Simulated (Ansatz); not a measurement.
Pt, pressure series

Start from Pt in the fcc (Cu type) structure (space group Fm-3m, No. 225).

```yaml
crystal:
  lattice:
    - [0.00000, 1.95913, 1.95913]
    - [1.95913, 0.00000, 1.95913]
    - [1.95913, 1.95913, 0.00000]
  atoms:
    - { symbol: Pt, position: [0.00000, 0.00000, 0.00000] }
```

Cell and atoms are relaxed at each pressure.

Computed with PBEsol (Ansatz, a first-principles code; PAW; 420 eV plane waves; no spin-orbit coupling).

Notes on the quantities. enthalpy: H = E + PV relative to the base's energy.

```tsv
change	enthalpy	shortest interatomic distance	density
base	–	2.771 Å	21.54 g/cm³
pressure −2 GPa	-0.19 eV/atom	[?]	[?]
pressure −1 GPa	-0.09 eV/atom	2.774 Å	21.46 g/cm³
pressure 0.3 GPa	+0.03 eV/atom	2.770 Å	21.56 g/cm³
pressure 0.7 GPa	+0.07 eV/atom	2.768 Å	21.59 g/cm³
pressure 1.5 GPa	+0.14 eV/atom	2.766 Å	21.65 g/cm³
pressure 3 GPa	+0.28 eV/atom	2.761 Å	21.76 g/cm³
pressure 5 GPa	+0.47 eV/atom	2.755 Å	21.90 g/cm³
pressure 7.5 GPa	+0.69 eV/atom	2.748 Å	22.07 g/cm³
pressure 10 GPa	+0.92 eV/atom	2.741 Å	22.24 g/cm³
```

Some entries are withheld; estimate them.


- pressure −2 GPa, shortest interatomic distance: 2.777 Å
- pressure −2 GPa, density: 21.39 g/cm³

Load acts through the strain it causes; cell and atoms are relaxed under it. No phonon test of stability was made. No other phases were tried under pressure. The final runs are not spin-polarised.
